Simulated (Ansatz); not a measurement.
Ca₃P₂ (model structure, started from the A-La2O3 type, P-3m1, No. 164, 5 atoms in the cell) was calculated with G0W0@PBEsol (plane waves, hard PAW, contour deformation; Ansatz, a quantum-chemistry and plane-wave program).

The cell is the one relaxed with PBEsol. Conventional cell: a = 4.6829 Å, b = 4.6829 Å, c = 6.6692 Å, α = 90.00°, β = 90.00°, γ = 120.00°.

One run with a 6×6×4 mesh, response cutoff 70 eV and 309 empty bands, not extrapolated in mesh or basis; no spin–orbit coupling.

Highest filled and lowest empty level by k point (fractions of the reciprocal vectors of the cell (4.683 0.000 0.000) (-2.341 4.056 -0.000) (0.000 -0.000 6.669) Å; eV from the valence maximum of each method):

```tsv
k	PBEsol filled	PBEsol empty	QP filled	QP empty
0 0 0	0.00	1.76	0.00	2.99
0 0.167 0	-0.18	1.86	-0.17	2.97
0 0.167 0.25	-0.48	1.95	[?]	[?]
0 0.333 -0.25	-0.69	1.50	-0.75	2.36
0 -0.5 0.25	-0.82	1.46	-0.88	2.36
0.167 0.167 0	-0.49	1.67	[?]	[?]
0.167 0.333 0.25	-0.70	1.52	-0.75	2.45
0.167 0.333 -0.25	-0.74	1.42	-0.80	2.32
```

**Question.** Estimate the withheld levels to about 0.1 eV.

**Answer.** 
- 0 0.167 0.25, QP filled: -0.51
- 0 0.167 0.25, QP empty: 3.15
- 0.167 0.167 0, QP filled: -0.51
- 0.167 0.167 0, QP empty: 2.70

Note: the relaxation could raise the start's symmetry but not lower it, so the cell can be a saddle point.

A model structure was made by putting elements into a prototype or built by hand; it is no filed structure, need not be a known phase, and can be a saddle point held by its symmetry.
